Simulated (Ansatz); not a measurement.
Given:

```
CELL_PARAMETERS angstrom
      3.05723     0.00000     0.00000
     -1.52862     2.64764     0.00000
      0.00000     0.00000     4.98419
ATOMIC_POSITIONS crystal
  Ga 0.33333 0.66667 0.00044
  Ga 0.66667 0.33333 0.50044
  N  0.33333 0.66667 0.37656
  N  0.66667 0.33333 0.87656
```

No spin polarisation.

All numbers come from LDA/PAW in Ansatz (a program for electronic structure), without spin-orbit coupling. Settings: 12×12×7 k-points, 0.05 eV Fermi–Dirac smearing.

Question: What is the computed band gap?

Answer: 2.74 eV.

Question: What is the computed electron mass?

Answer: 0.22 mₑ along c, 0.24 mₑ across (at Γ).

The cells carry an imposed strain or load. Masses are band curvatures over ±0.01 Å⁻¹ around the edge. Whether these cells are dynamically stable was not tested. The cell was made from GaN in the wurtzite structure (space group P6_3mc, No. 186) by this change: isotropic strain −3.00 %.
